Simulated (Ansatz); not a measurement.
The reference is SiC in the zinc blende structure (space group F-43m, No. 216; a = 4.356 Å). Axes: x, y, z lie along the cube axes.

Computed with r2SCAN (Ansatz, a first-principles code), no spin-orbit coupling.

Before the change:

- Valley order = X along ⟨100⟩ 1.71 eV
- Electron mass = 0.64 mₑ along k, 0.23 mₑ across (at X)
- Valence-band top at Γ = 0.00, 0.00, 0.00 eV

Now apply this change: uniaxial strain ε_zz = −1.00 %, all other strain components held at zero, atoms relaxed at fixed cell.

Task: What happens to the valley order?

Result: The valley order (the lowest conduction-band minima on the path, energy above the VBM, named in the base's zone) becomes X along [001] 1.60 eV; X along [100] 1.69 eV (base: X along ⟨100⟩ 1.71 eV).

Task: What does the calculation give for the energy relative to the base after the change?

Result: The energy goes up by 1.3 meV/atom.

Task: What does the calculation give for the electron mass after the change?

Result: The electron mass changes from 0.64 mₑ along k, 0.23 mₑ across (at X) to 0.63 mₑ along k, 0.23 mₑ across (at X).

Task: What happens to the valence-band top at Γ?

Result: The valence-band top at Γ (three highest levels, from the VBM) becomes 0.00, -0.07, -0.07 eV (base: 0.00, 0.00, 0.00 eV).

The levels and masses belong to the bands next to the band gap. Masses are band curvatures over ±0.01 Å⁻¹ around the edge. Along k means along the line from Γ to the band edge. Stability against distortions was not tested.
